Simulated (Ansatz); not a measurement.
Base system: MgTe in the zinc blende structure (space group F-43m, No. 216; a = 6.4384 Å). Axes: x, y, z lie along the cube axes.

All numbers come from Kohn–Sham DFT with the PBEsol functional, run in Ansatz (a first-principles code) with PAW and 420 eV plane waves, scalar-relativistic without spin-orbit coupling, earlier PAW set.

A first run, uniaxial strain ε_xx = −1.26 %, gives secant values C11 ≈ 46 GPa and C12 ≈ 33 GPa from its stress. A second run applies biaxial strain +1.32 %, plane normal [001], relaxed out of plane.

Question: What does linear elasticity predict for −ε⊥/ε∥ in the second run, and what does the run give?

Answer: Linear elasticity: 2 C12/C11 = 1.43. The run gives 1.42; any difference comes from nonlinear terms at these strains and numerical noise.

Stability against distortions was not tested.
